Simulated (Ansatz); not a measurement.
Start from SrTiO3 in the cubic perovskite structure (space group Pm-3m, No. 221; a = 3.9365 Å).

Method: plane-wave PAW DFT at the PBE level (Ansatz, a program for electronic structure, 420 eV), no spin-orbit coupling, earlier PAW set.

One change was made to it. Results:

The smallest direct gap remains 2.20 eV; the shortest interatomic distance drops by 0.0026 Å, from 1.968 Å to 1.966 Å; the gap character is still indirect, R → Γ.

### Question
Which of these changes matches the shifts?
A) pressure 0.7 GPa
B) pressure 5 GPa
C) pressure 10 GPa

### Answer
A, pressure 0.7 GPa. For comparison, the shortest interatomic distance in the other runs: pressure 5 GPa gives 1.950 Å; pressure 10 GPa gives 1.934 Å.

Load acts through the strain it causes; cell and atoms are relaxed under it. Whether these cells are dynamically stable was not tested. Competing high-pressure phases were not computed. The final runs are not spin-polarised. Many cubic perovskites are stable only at high temperature; tilts and polar distortions were not tested.
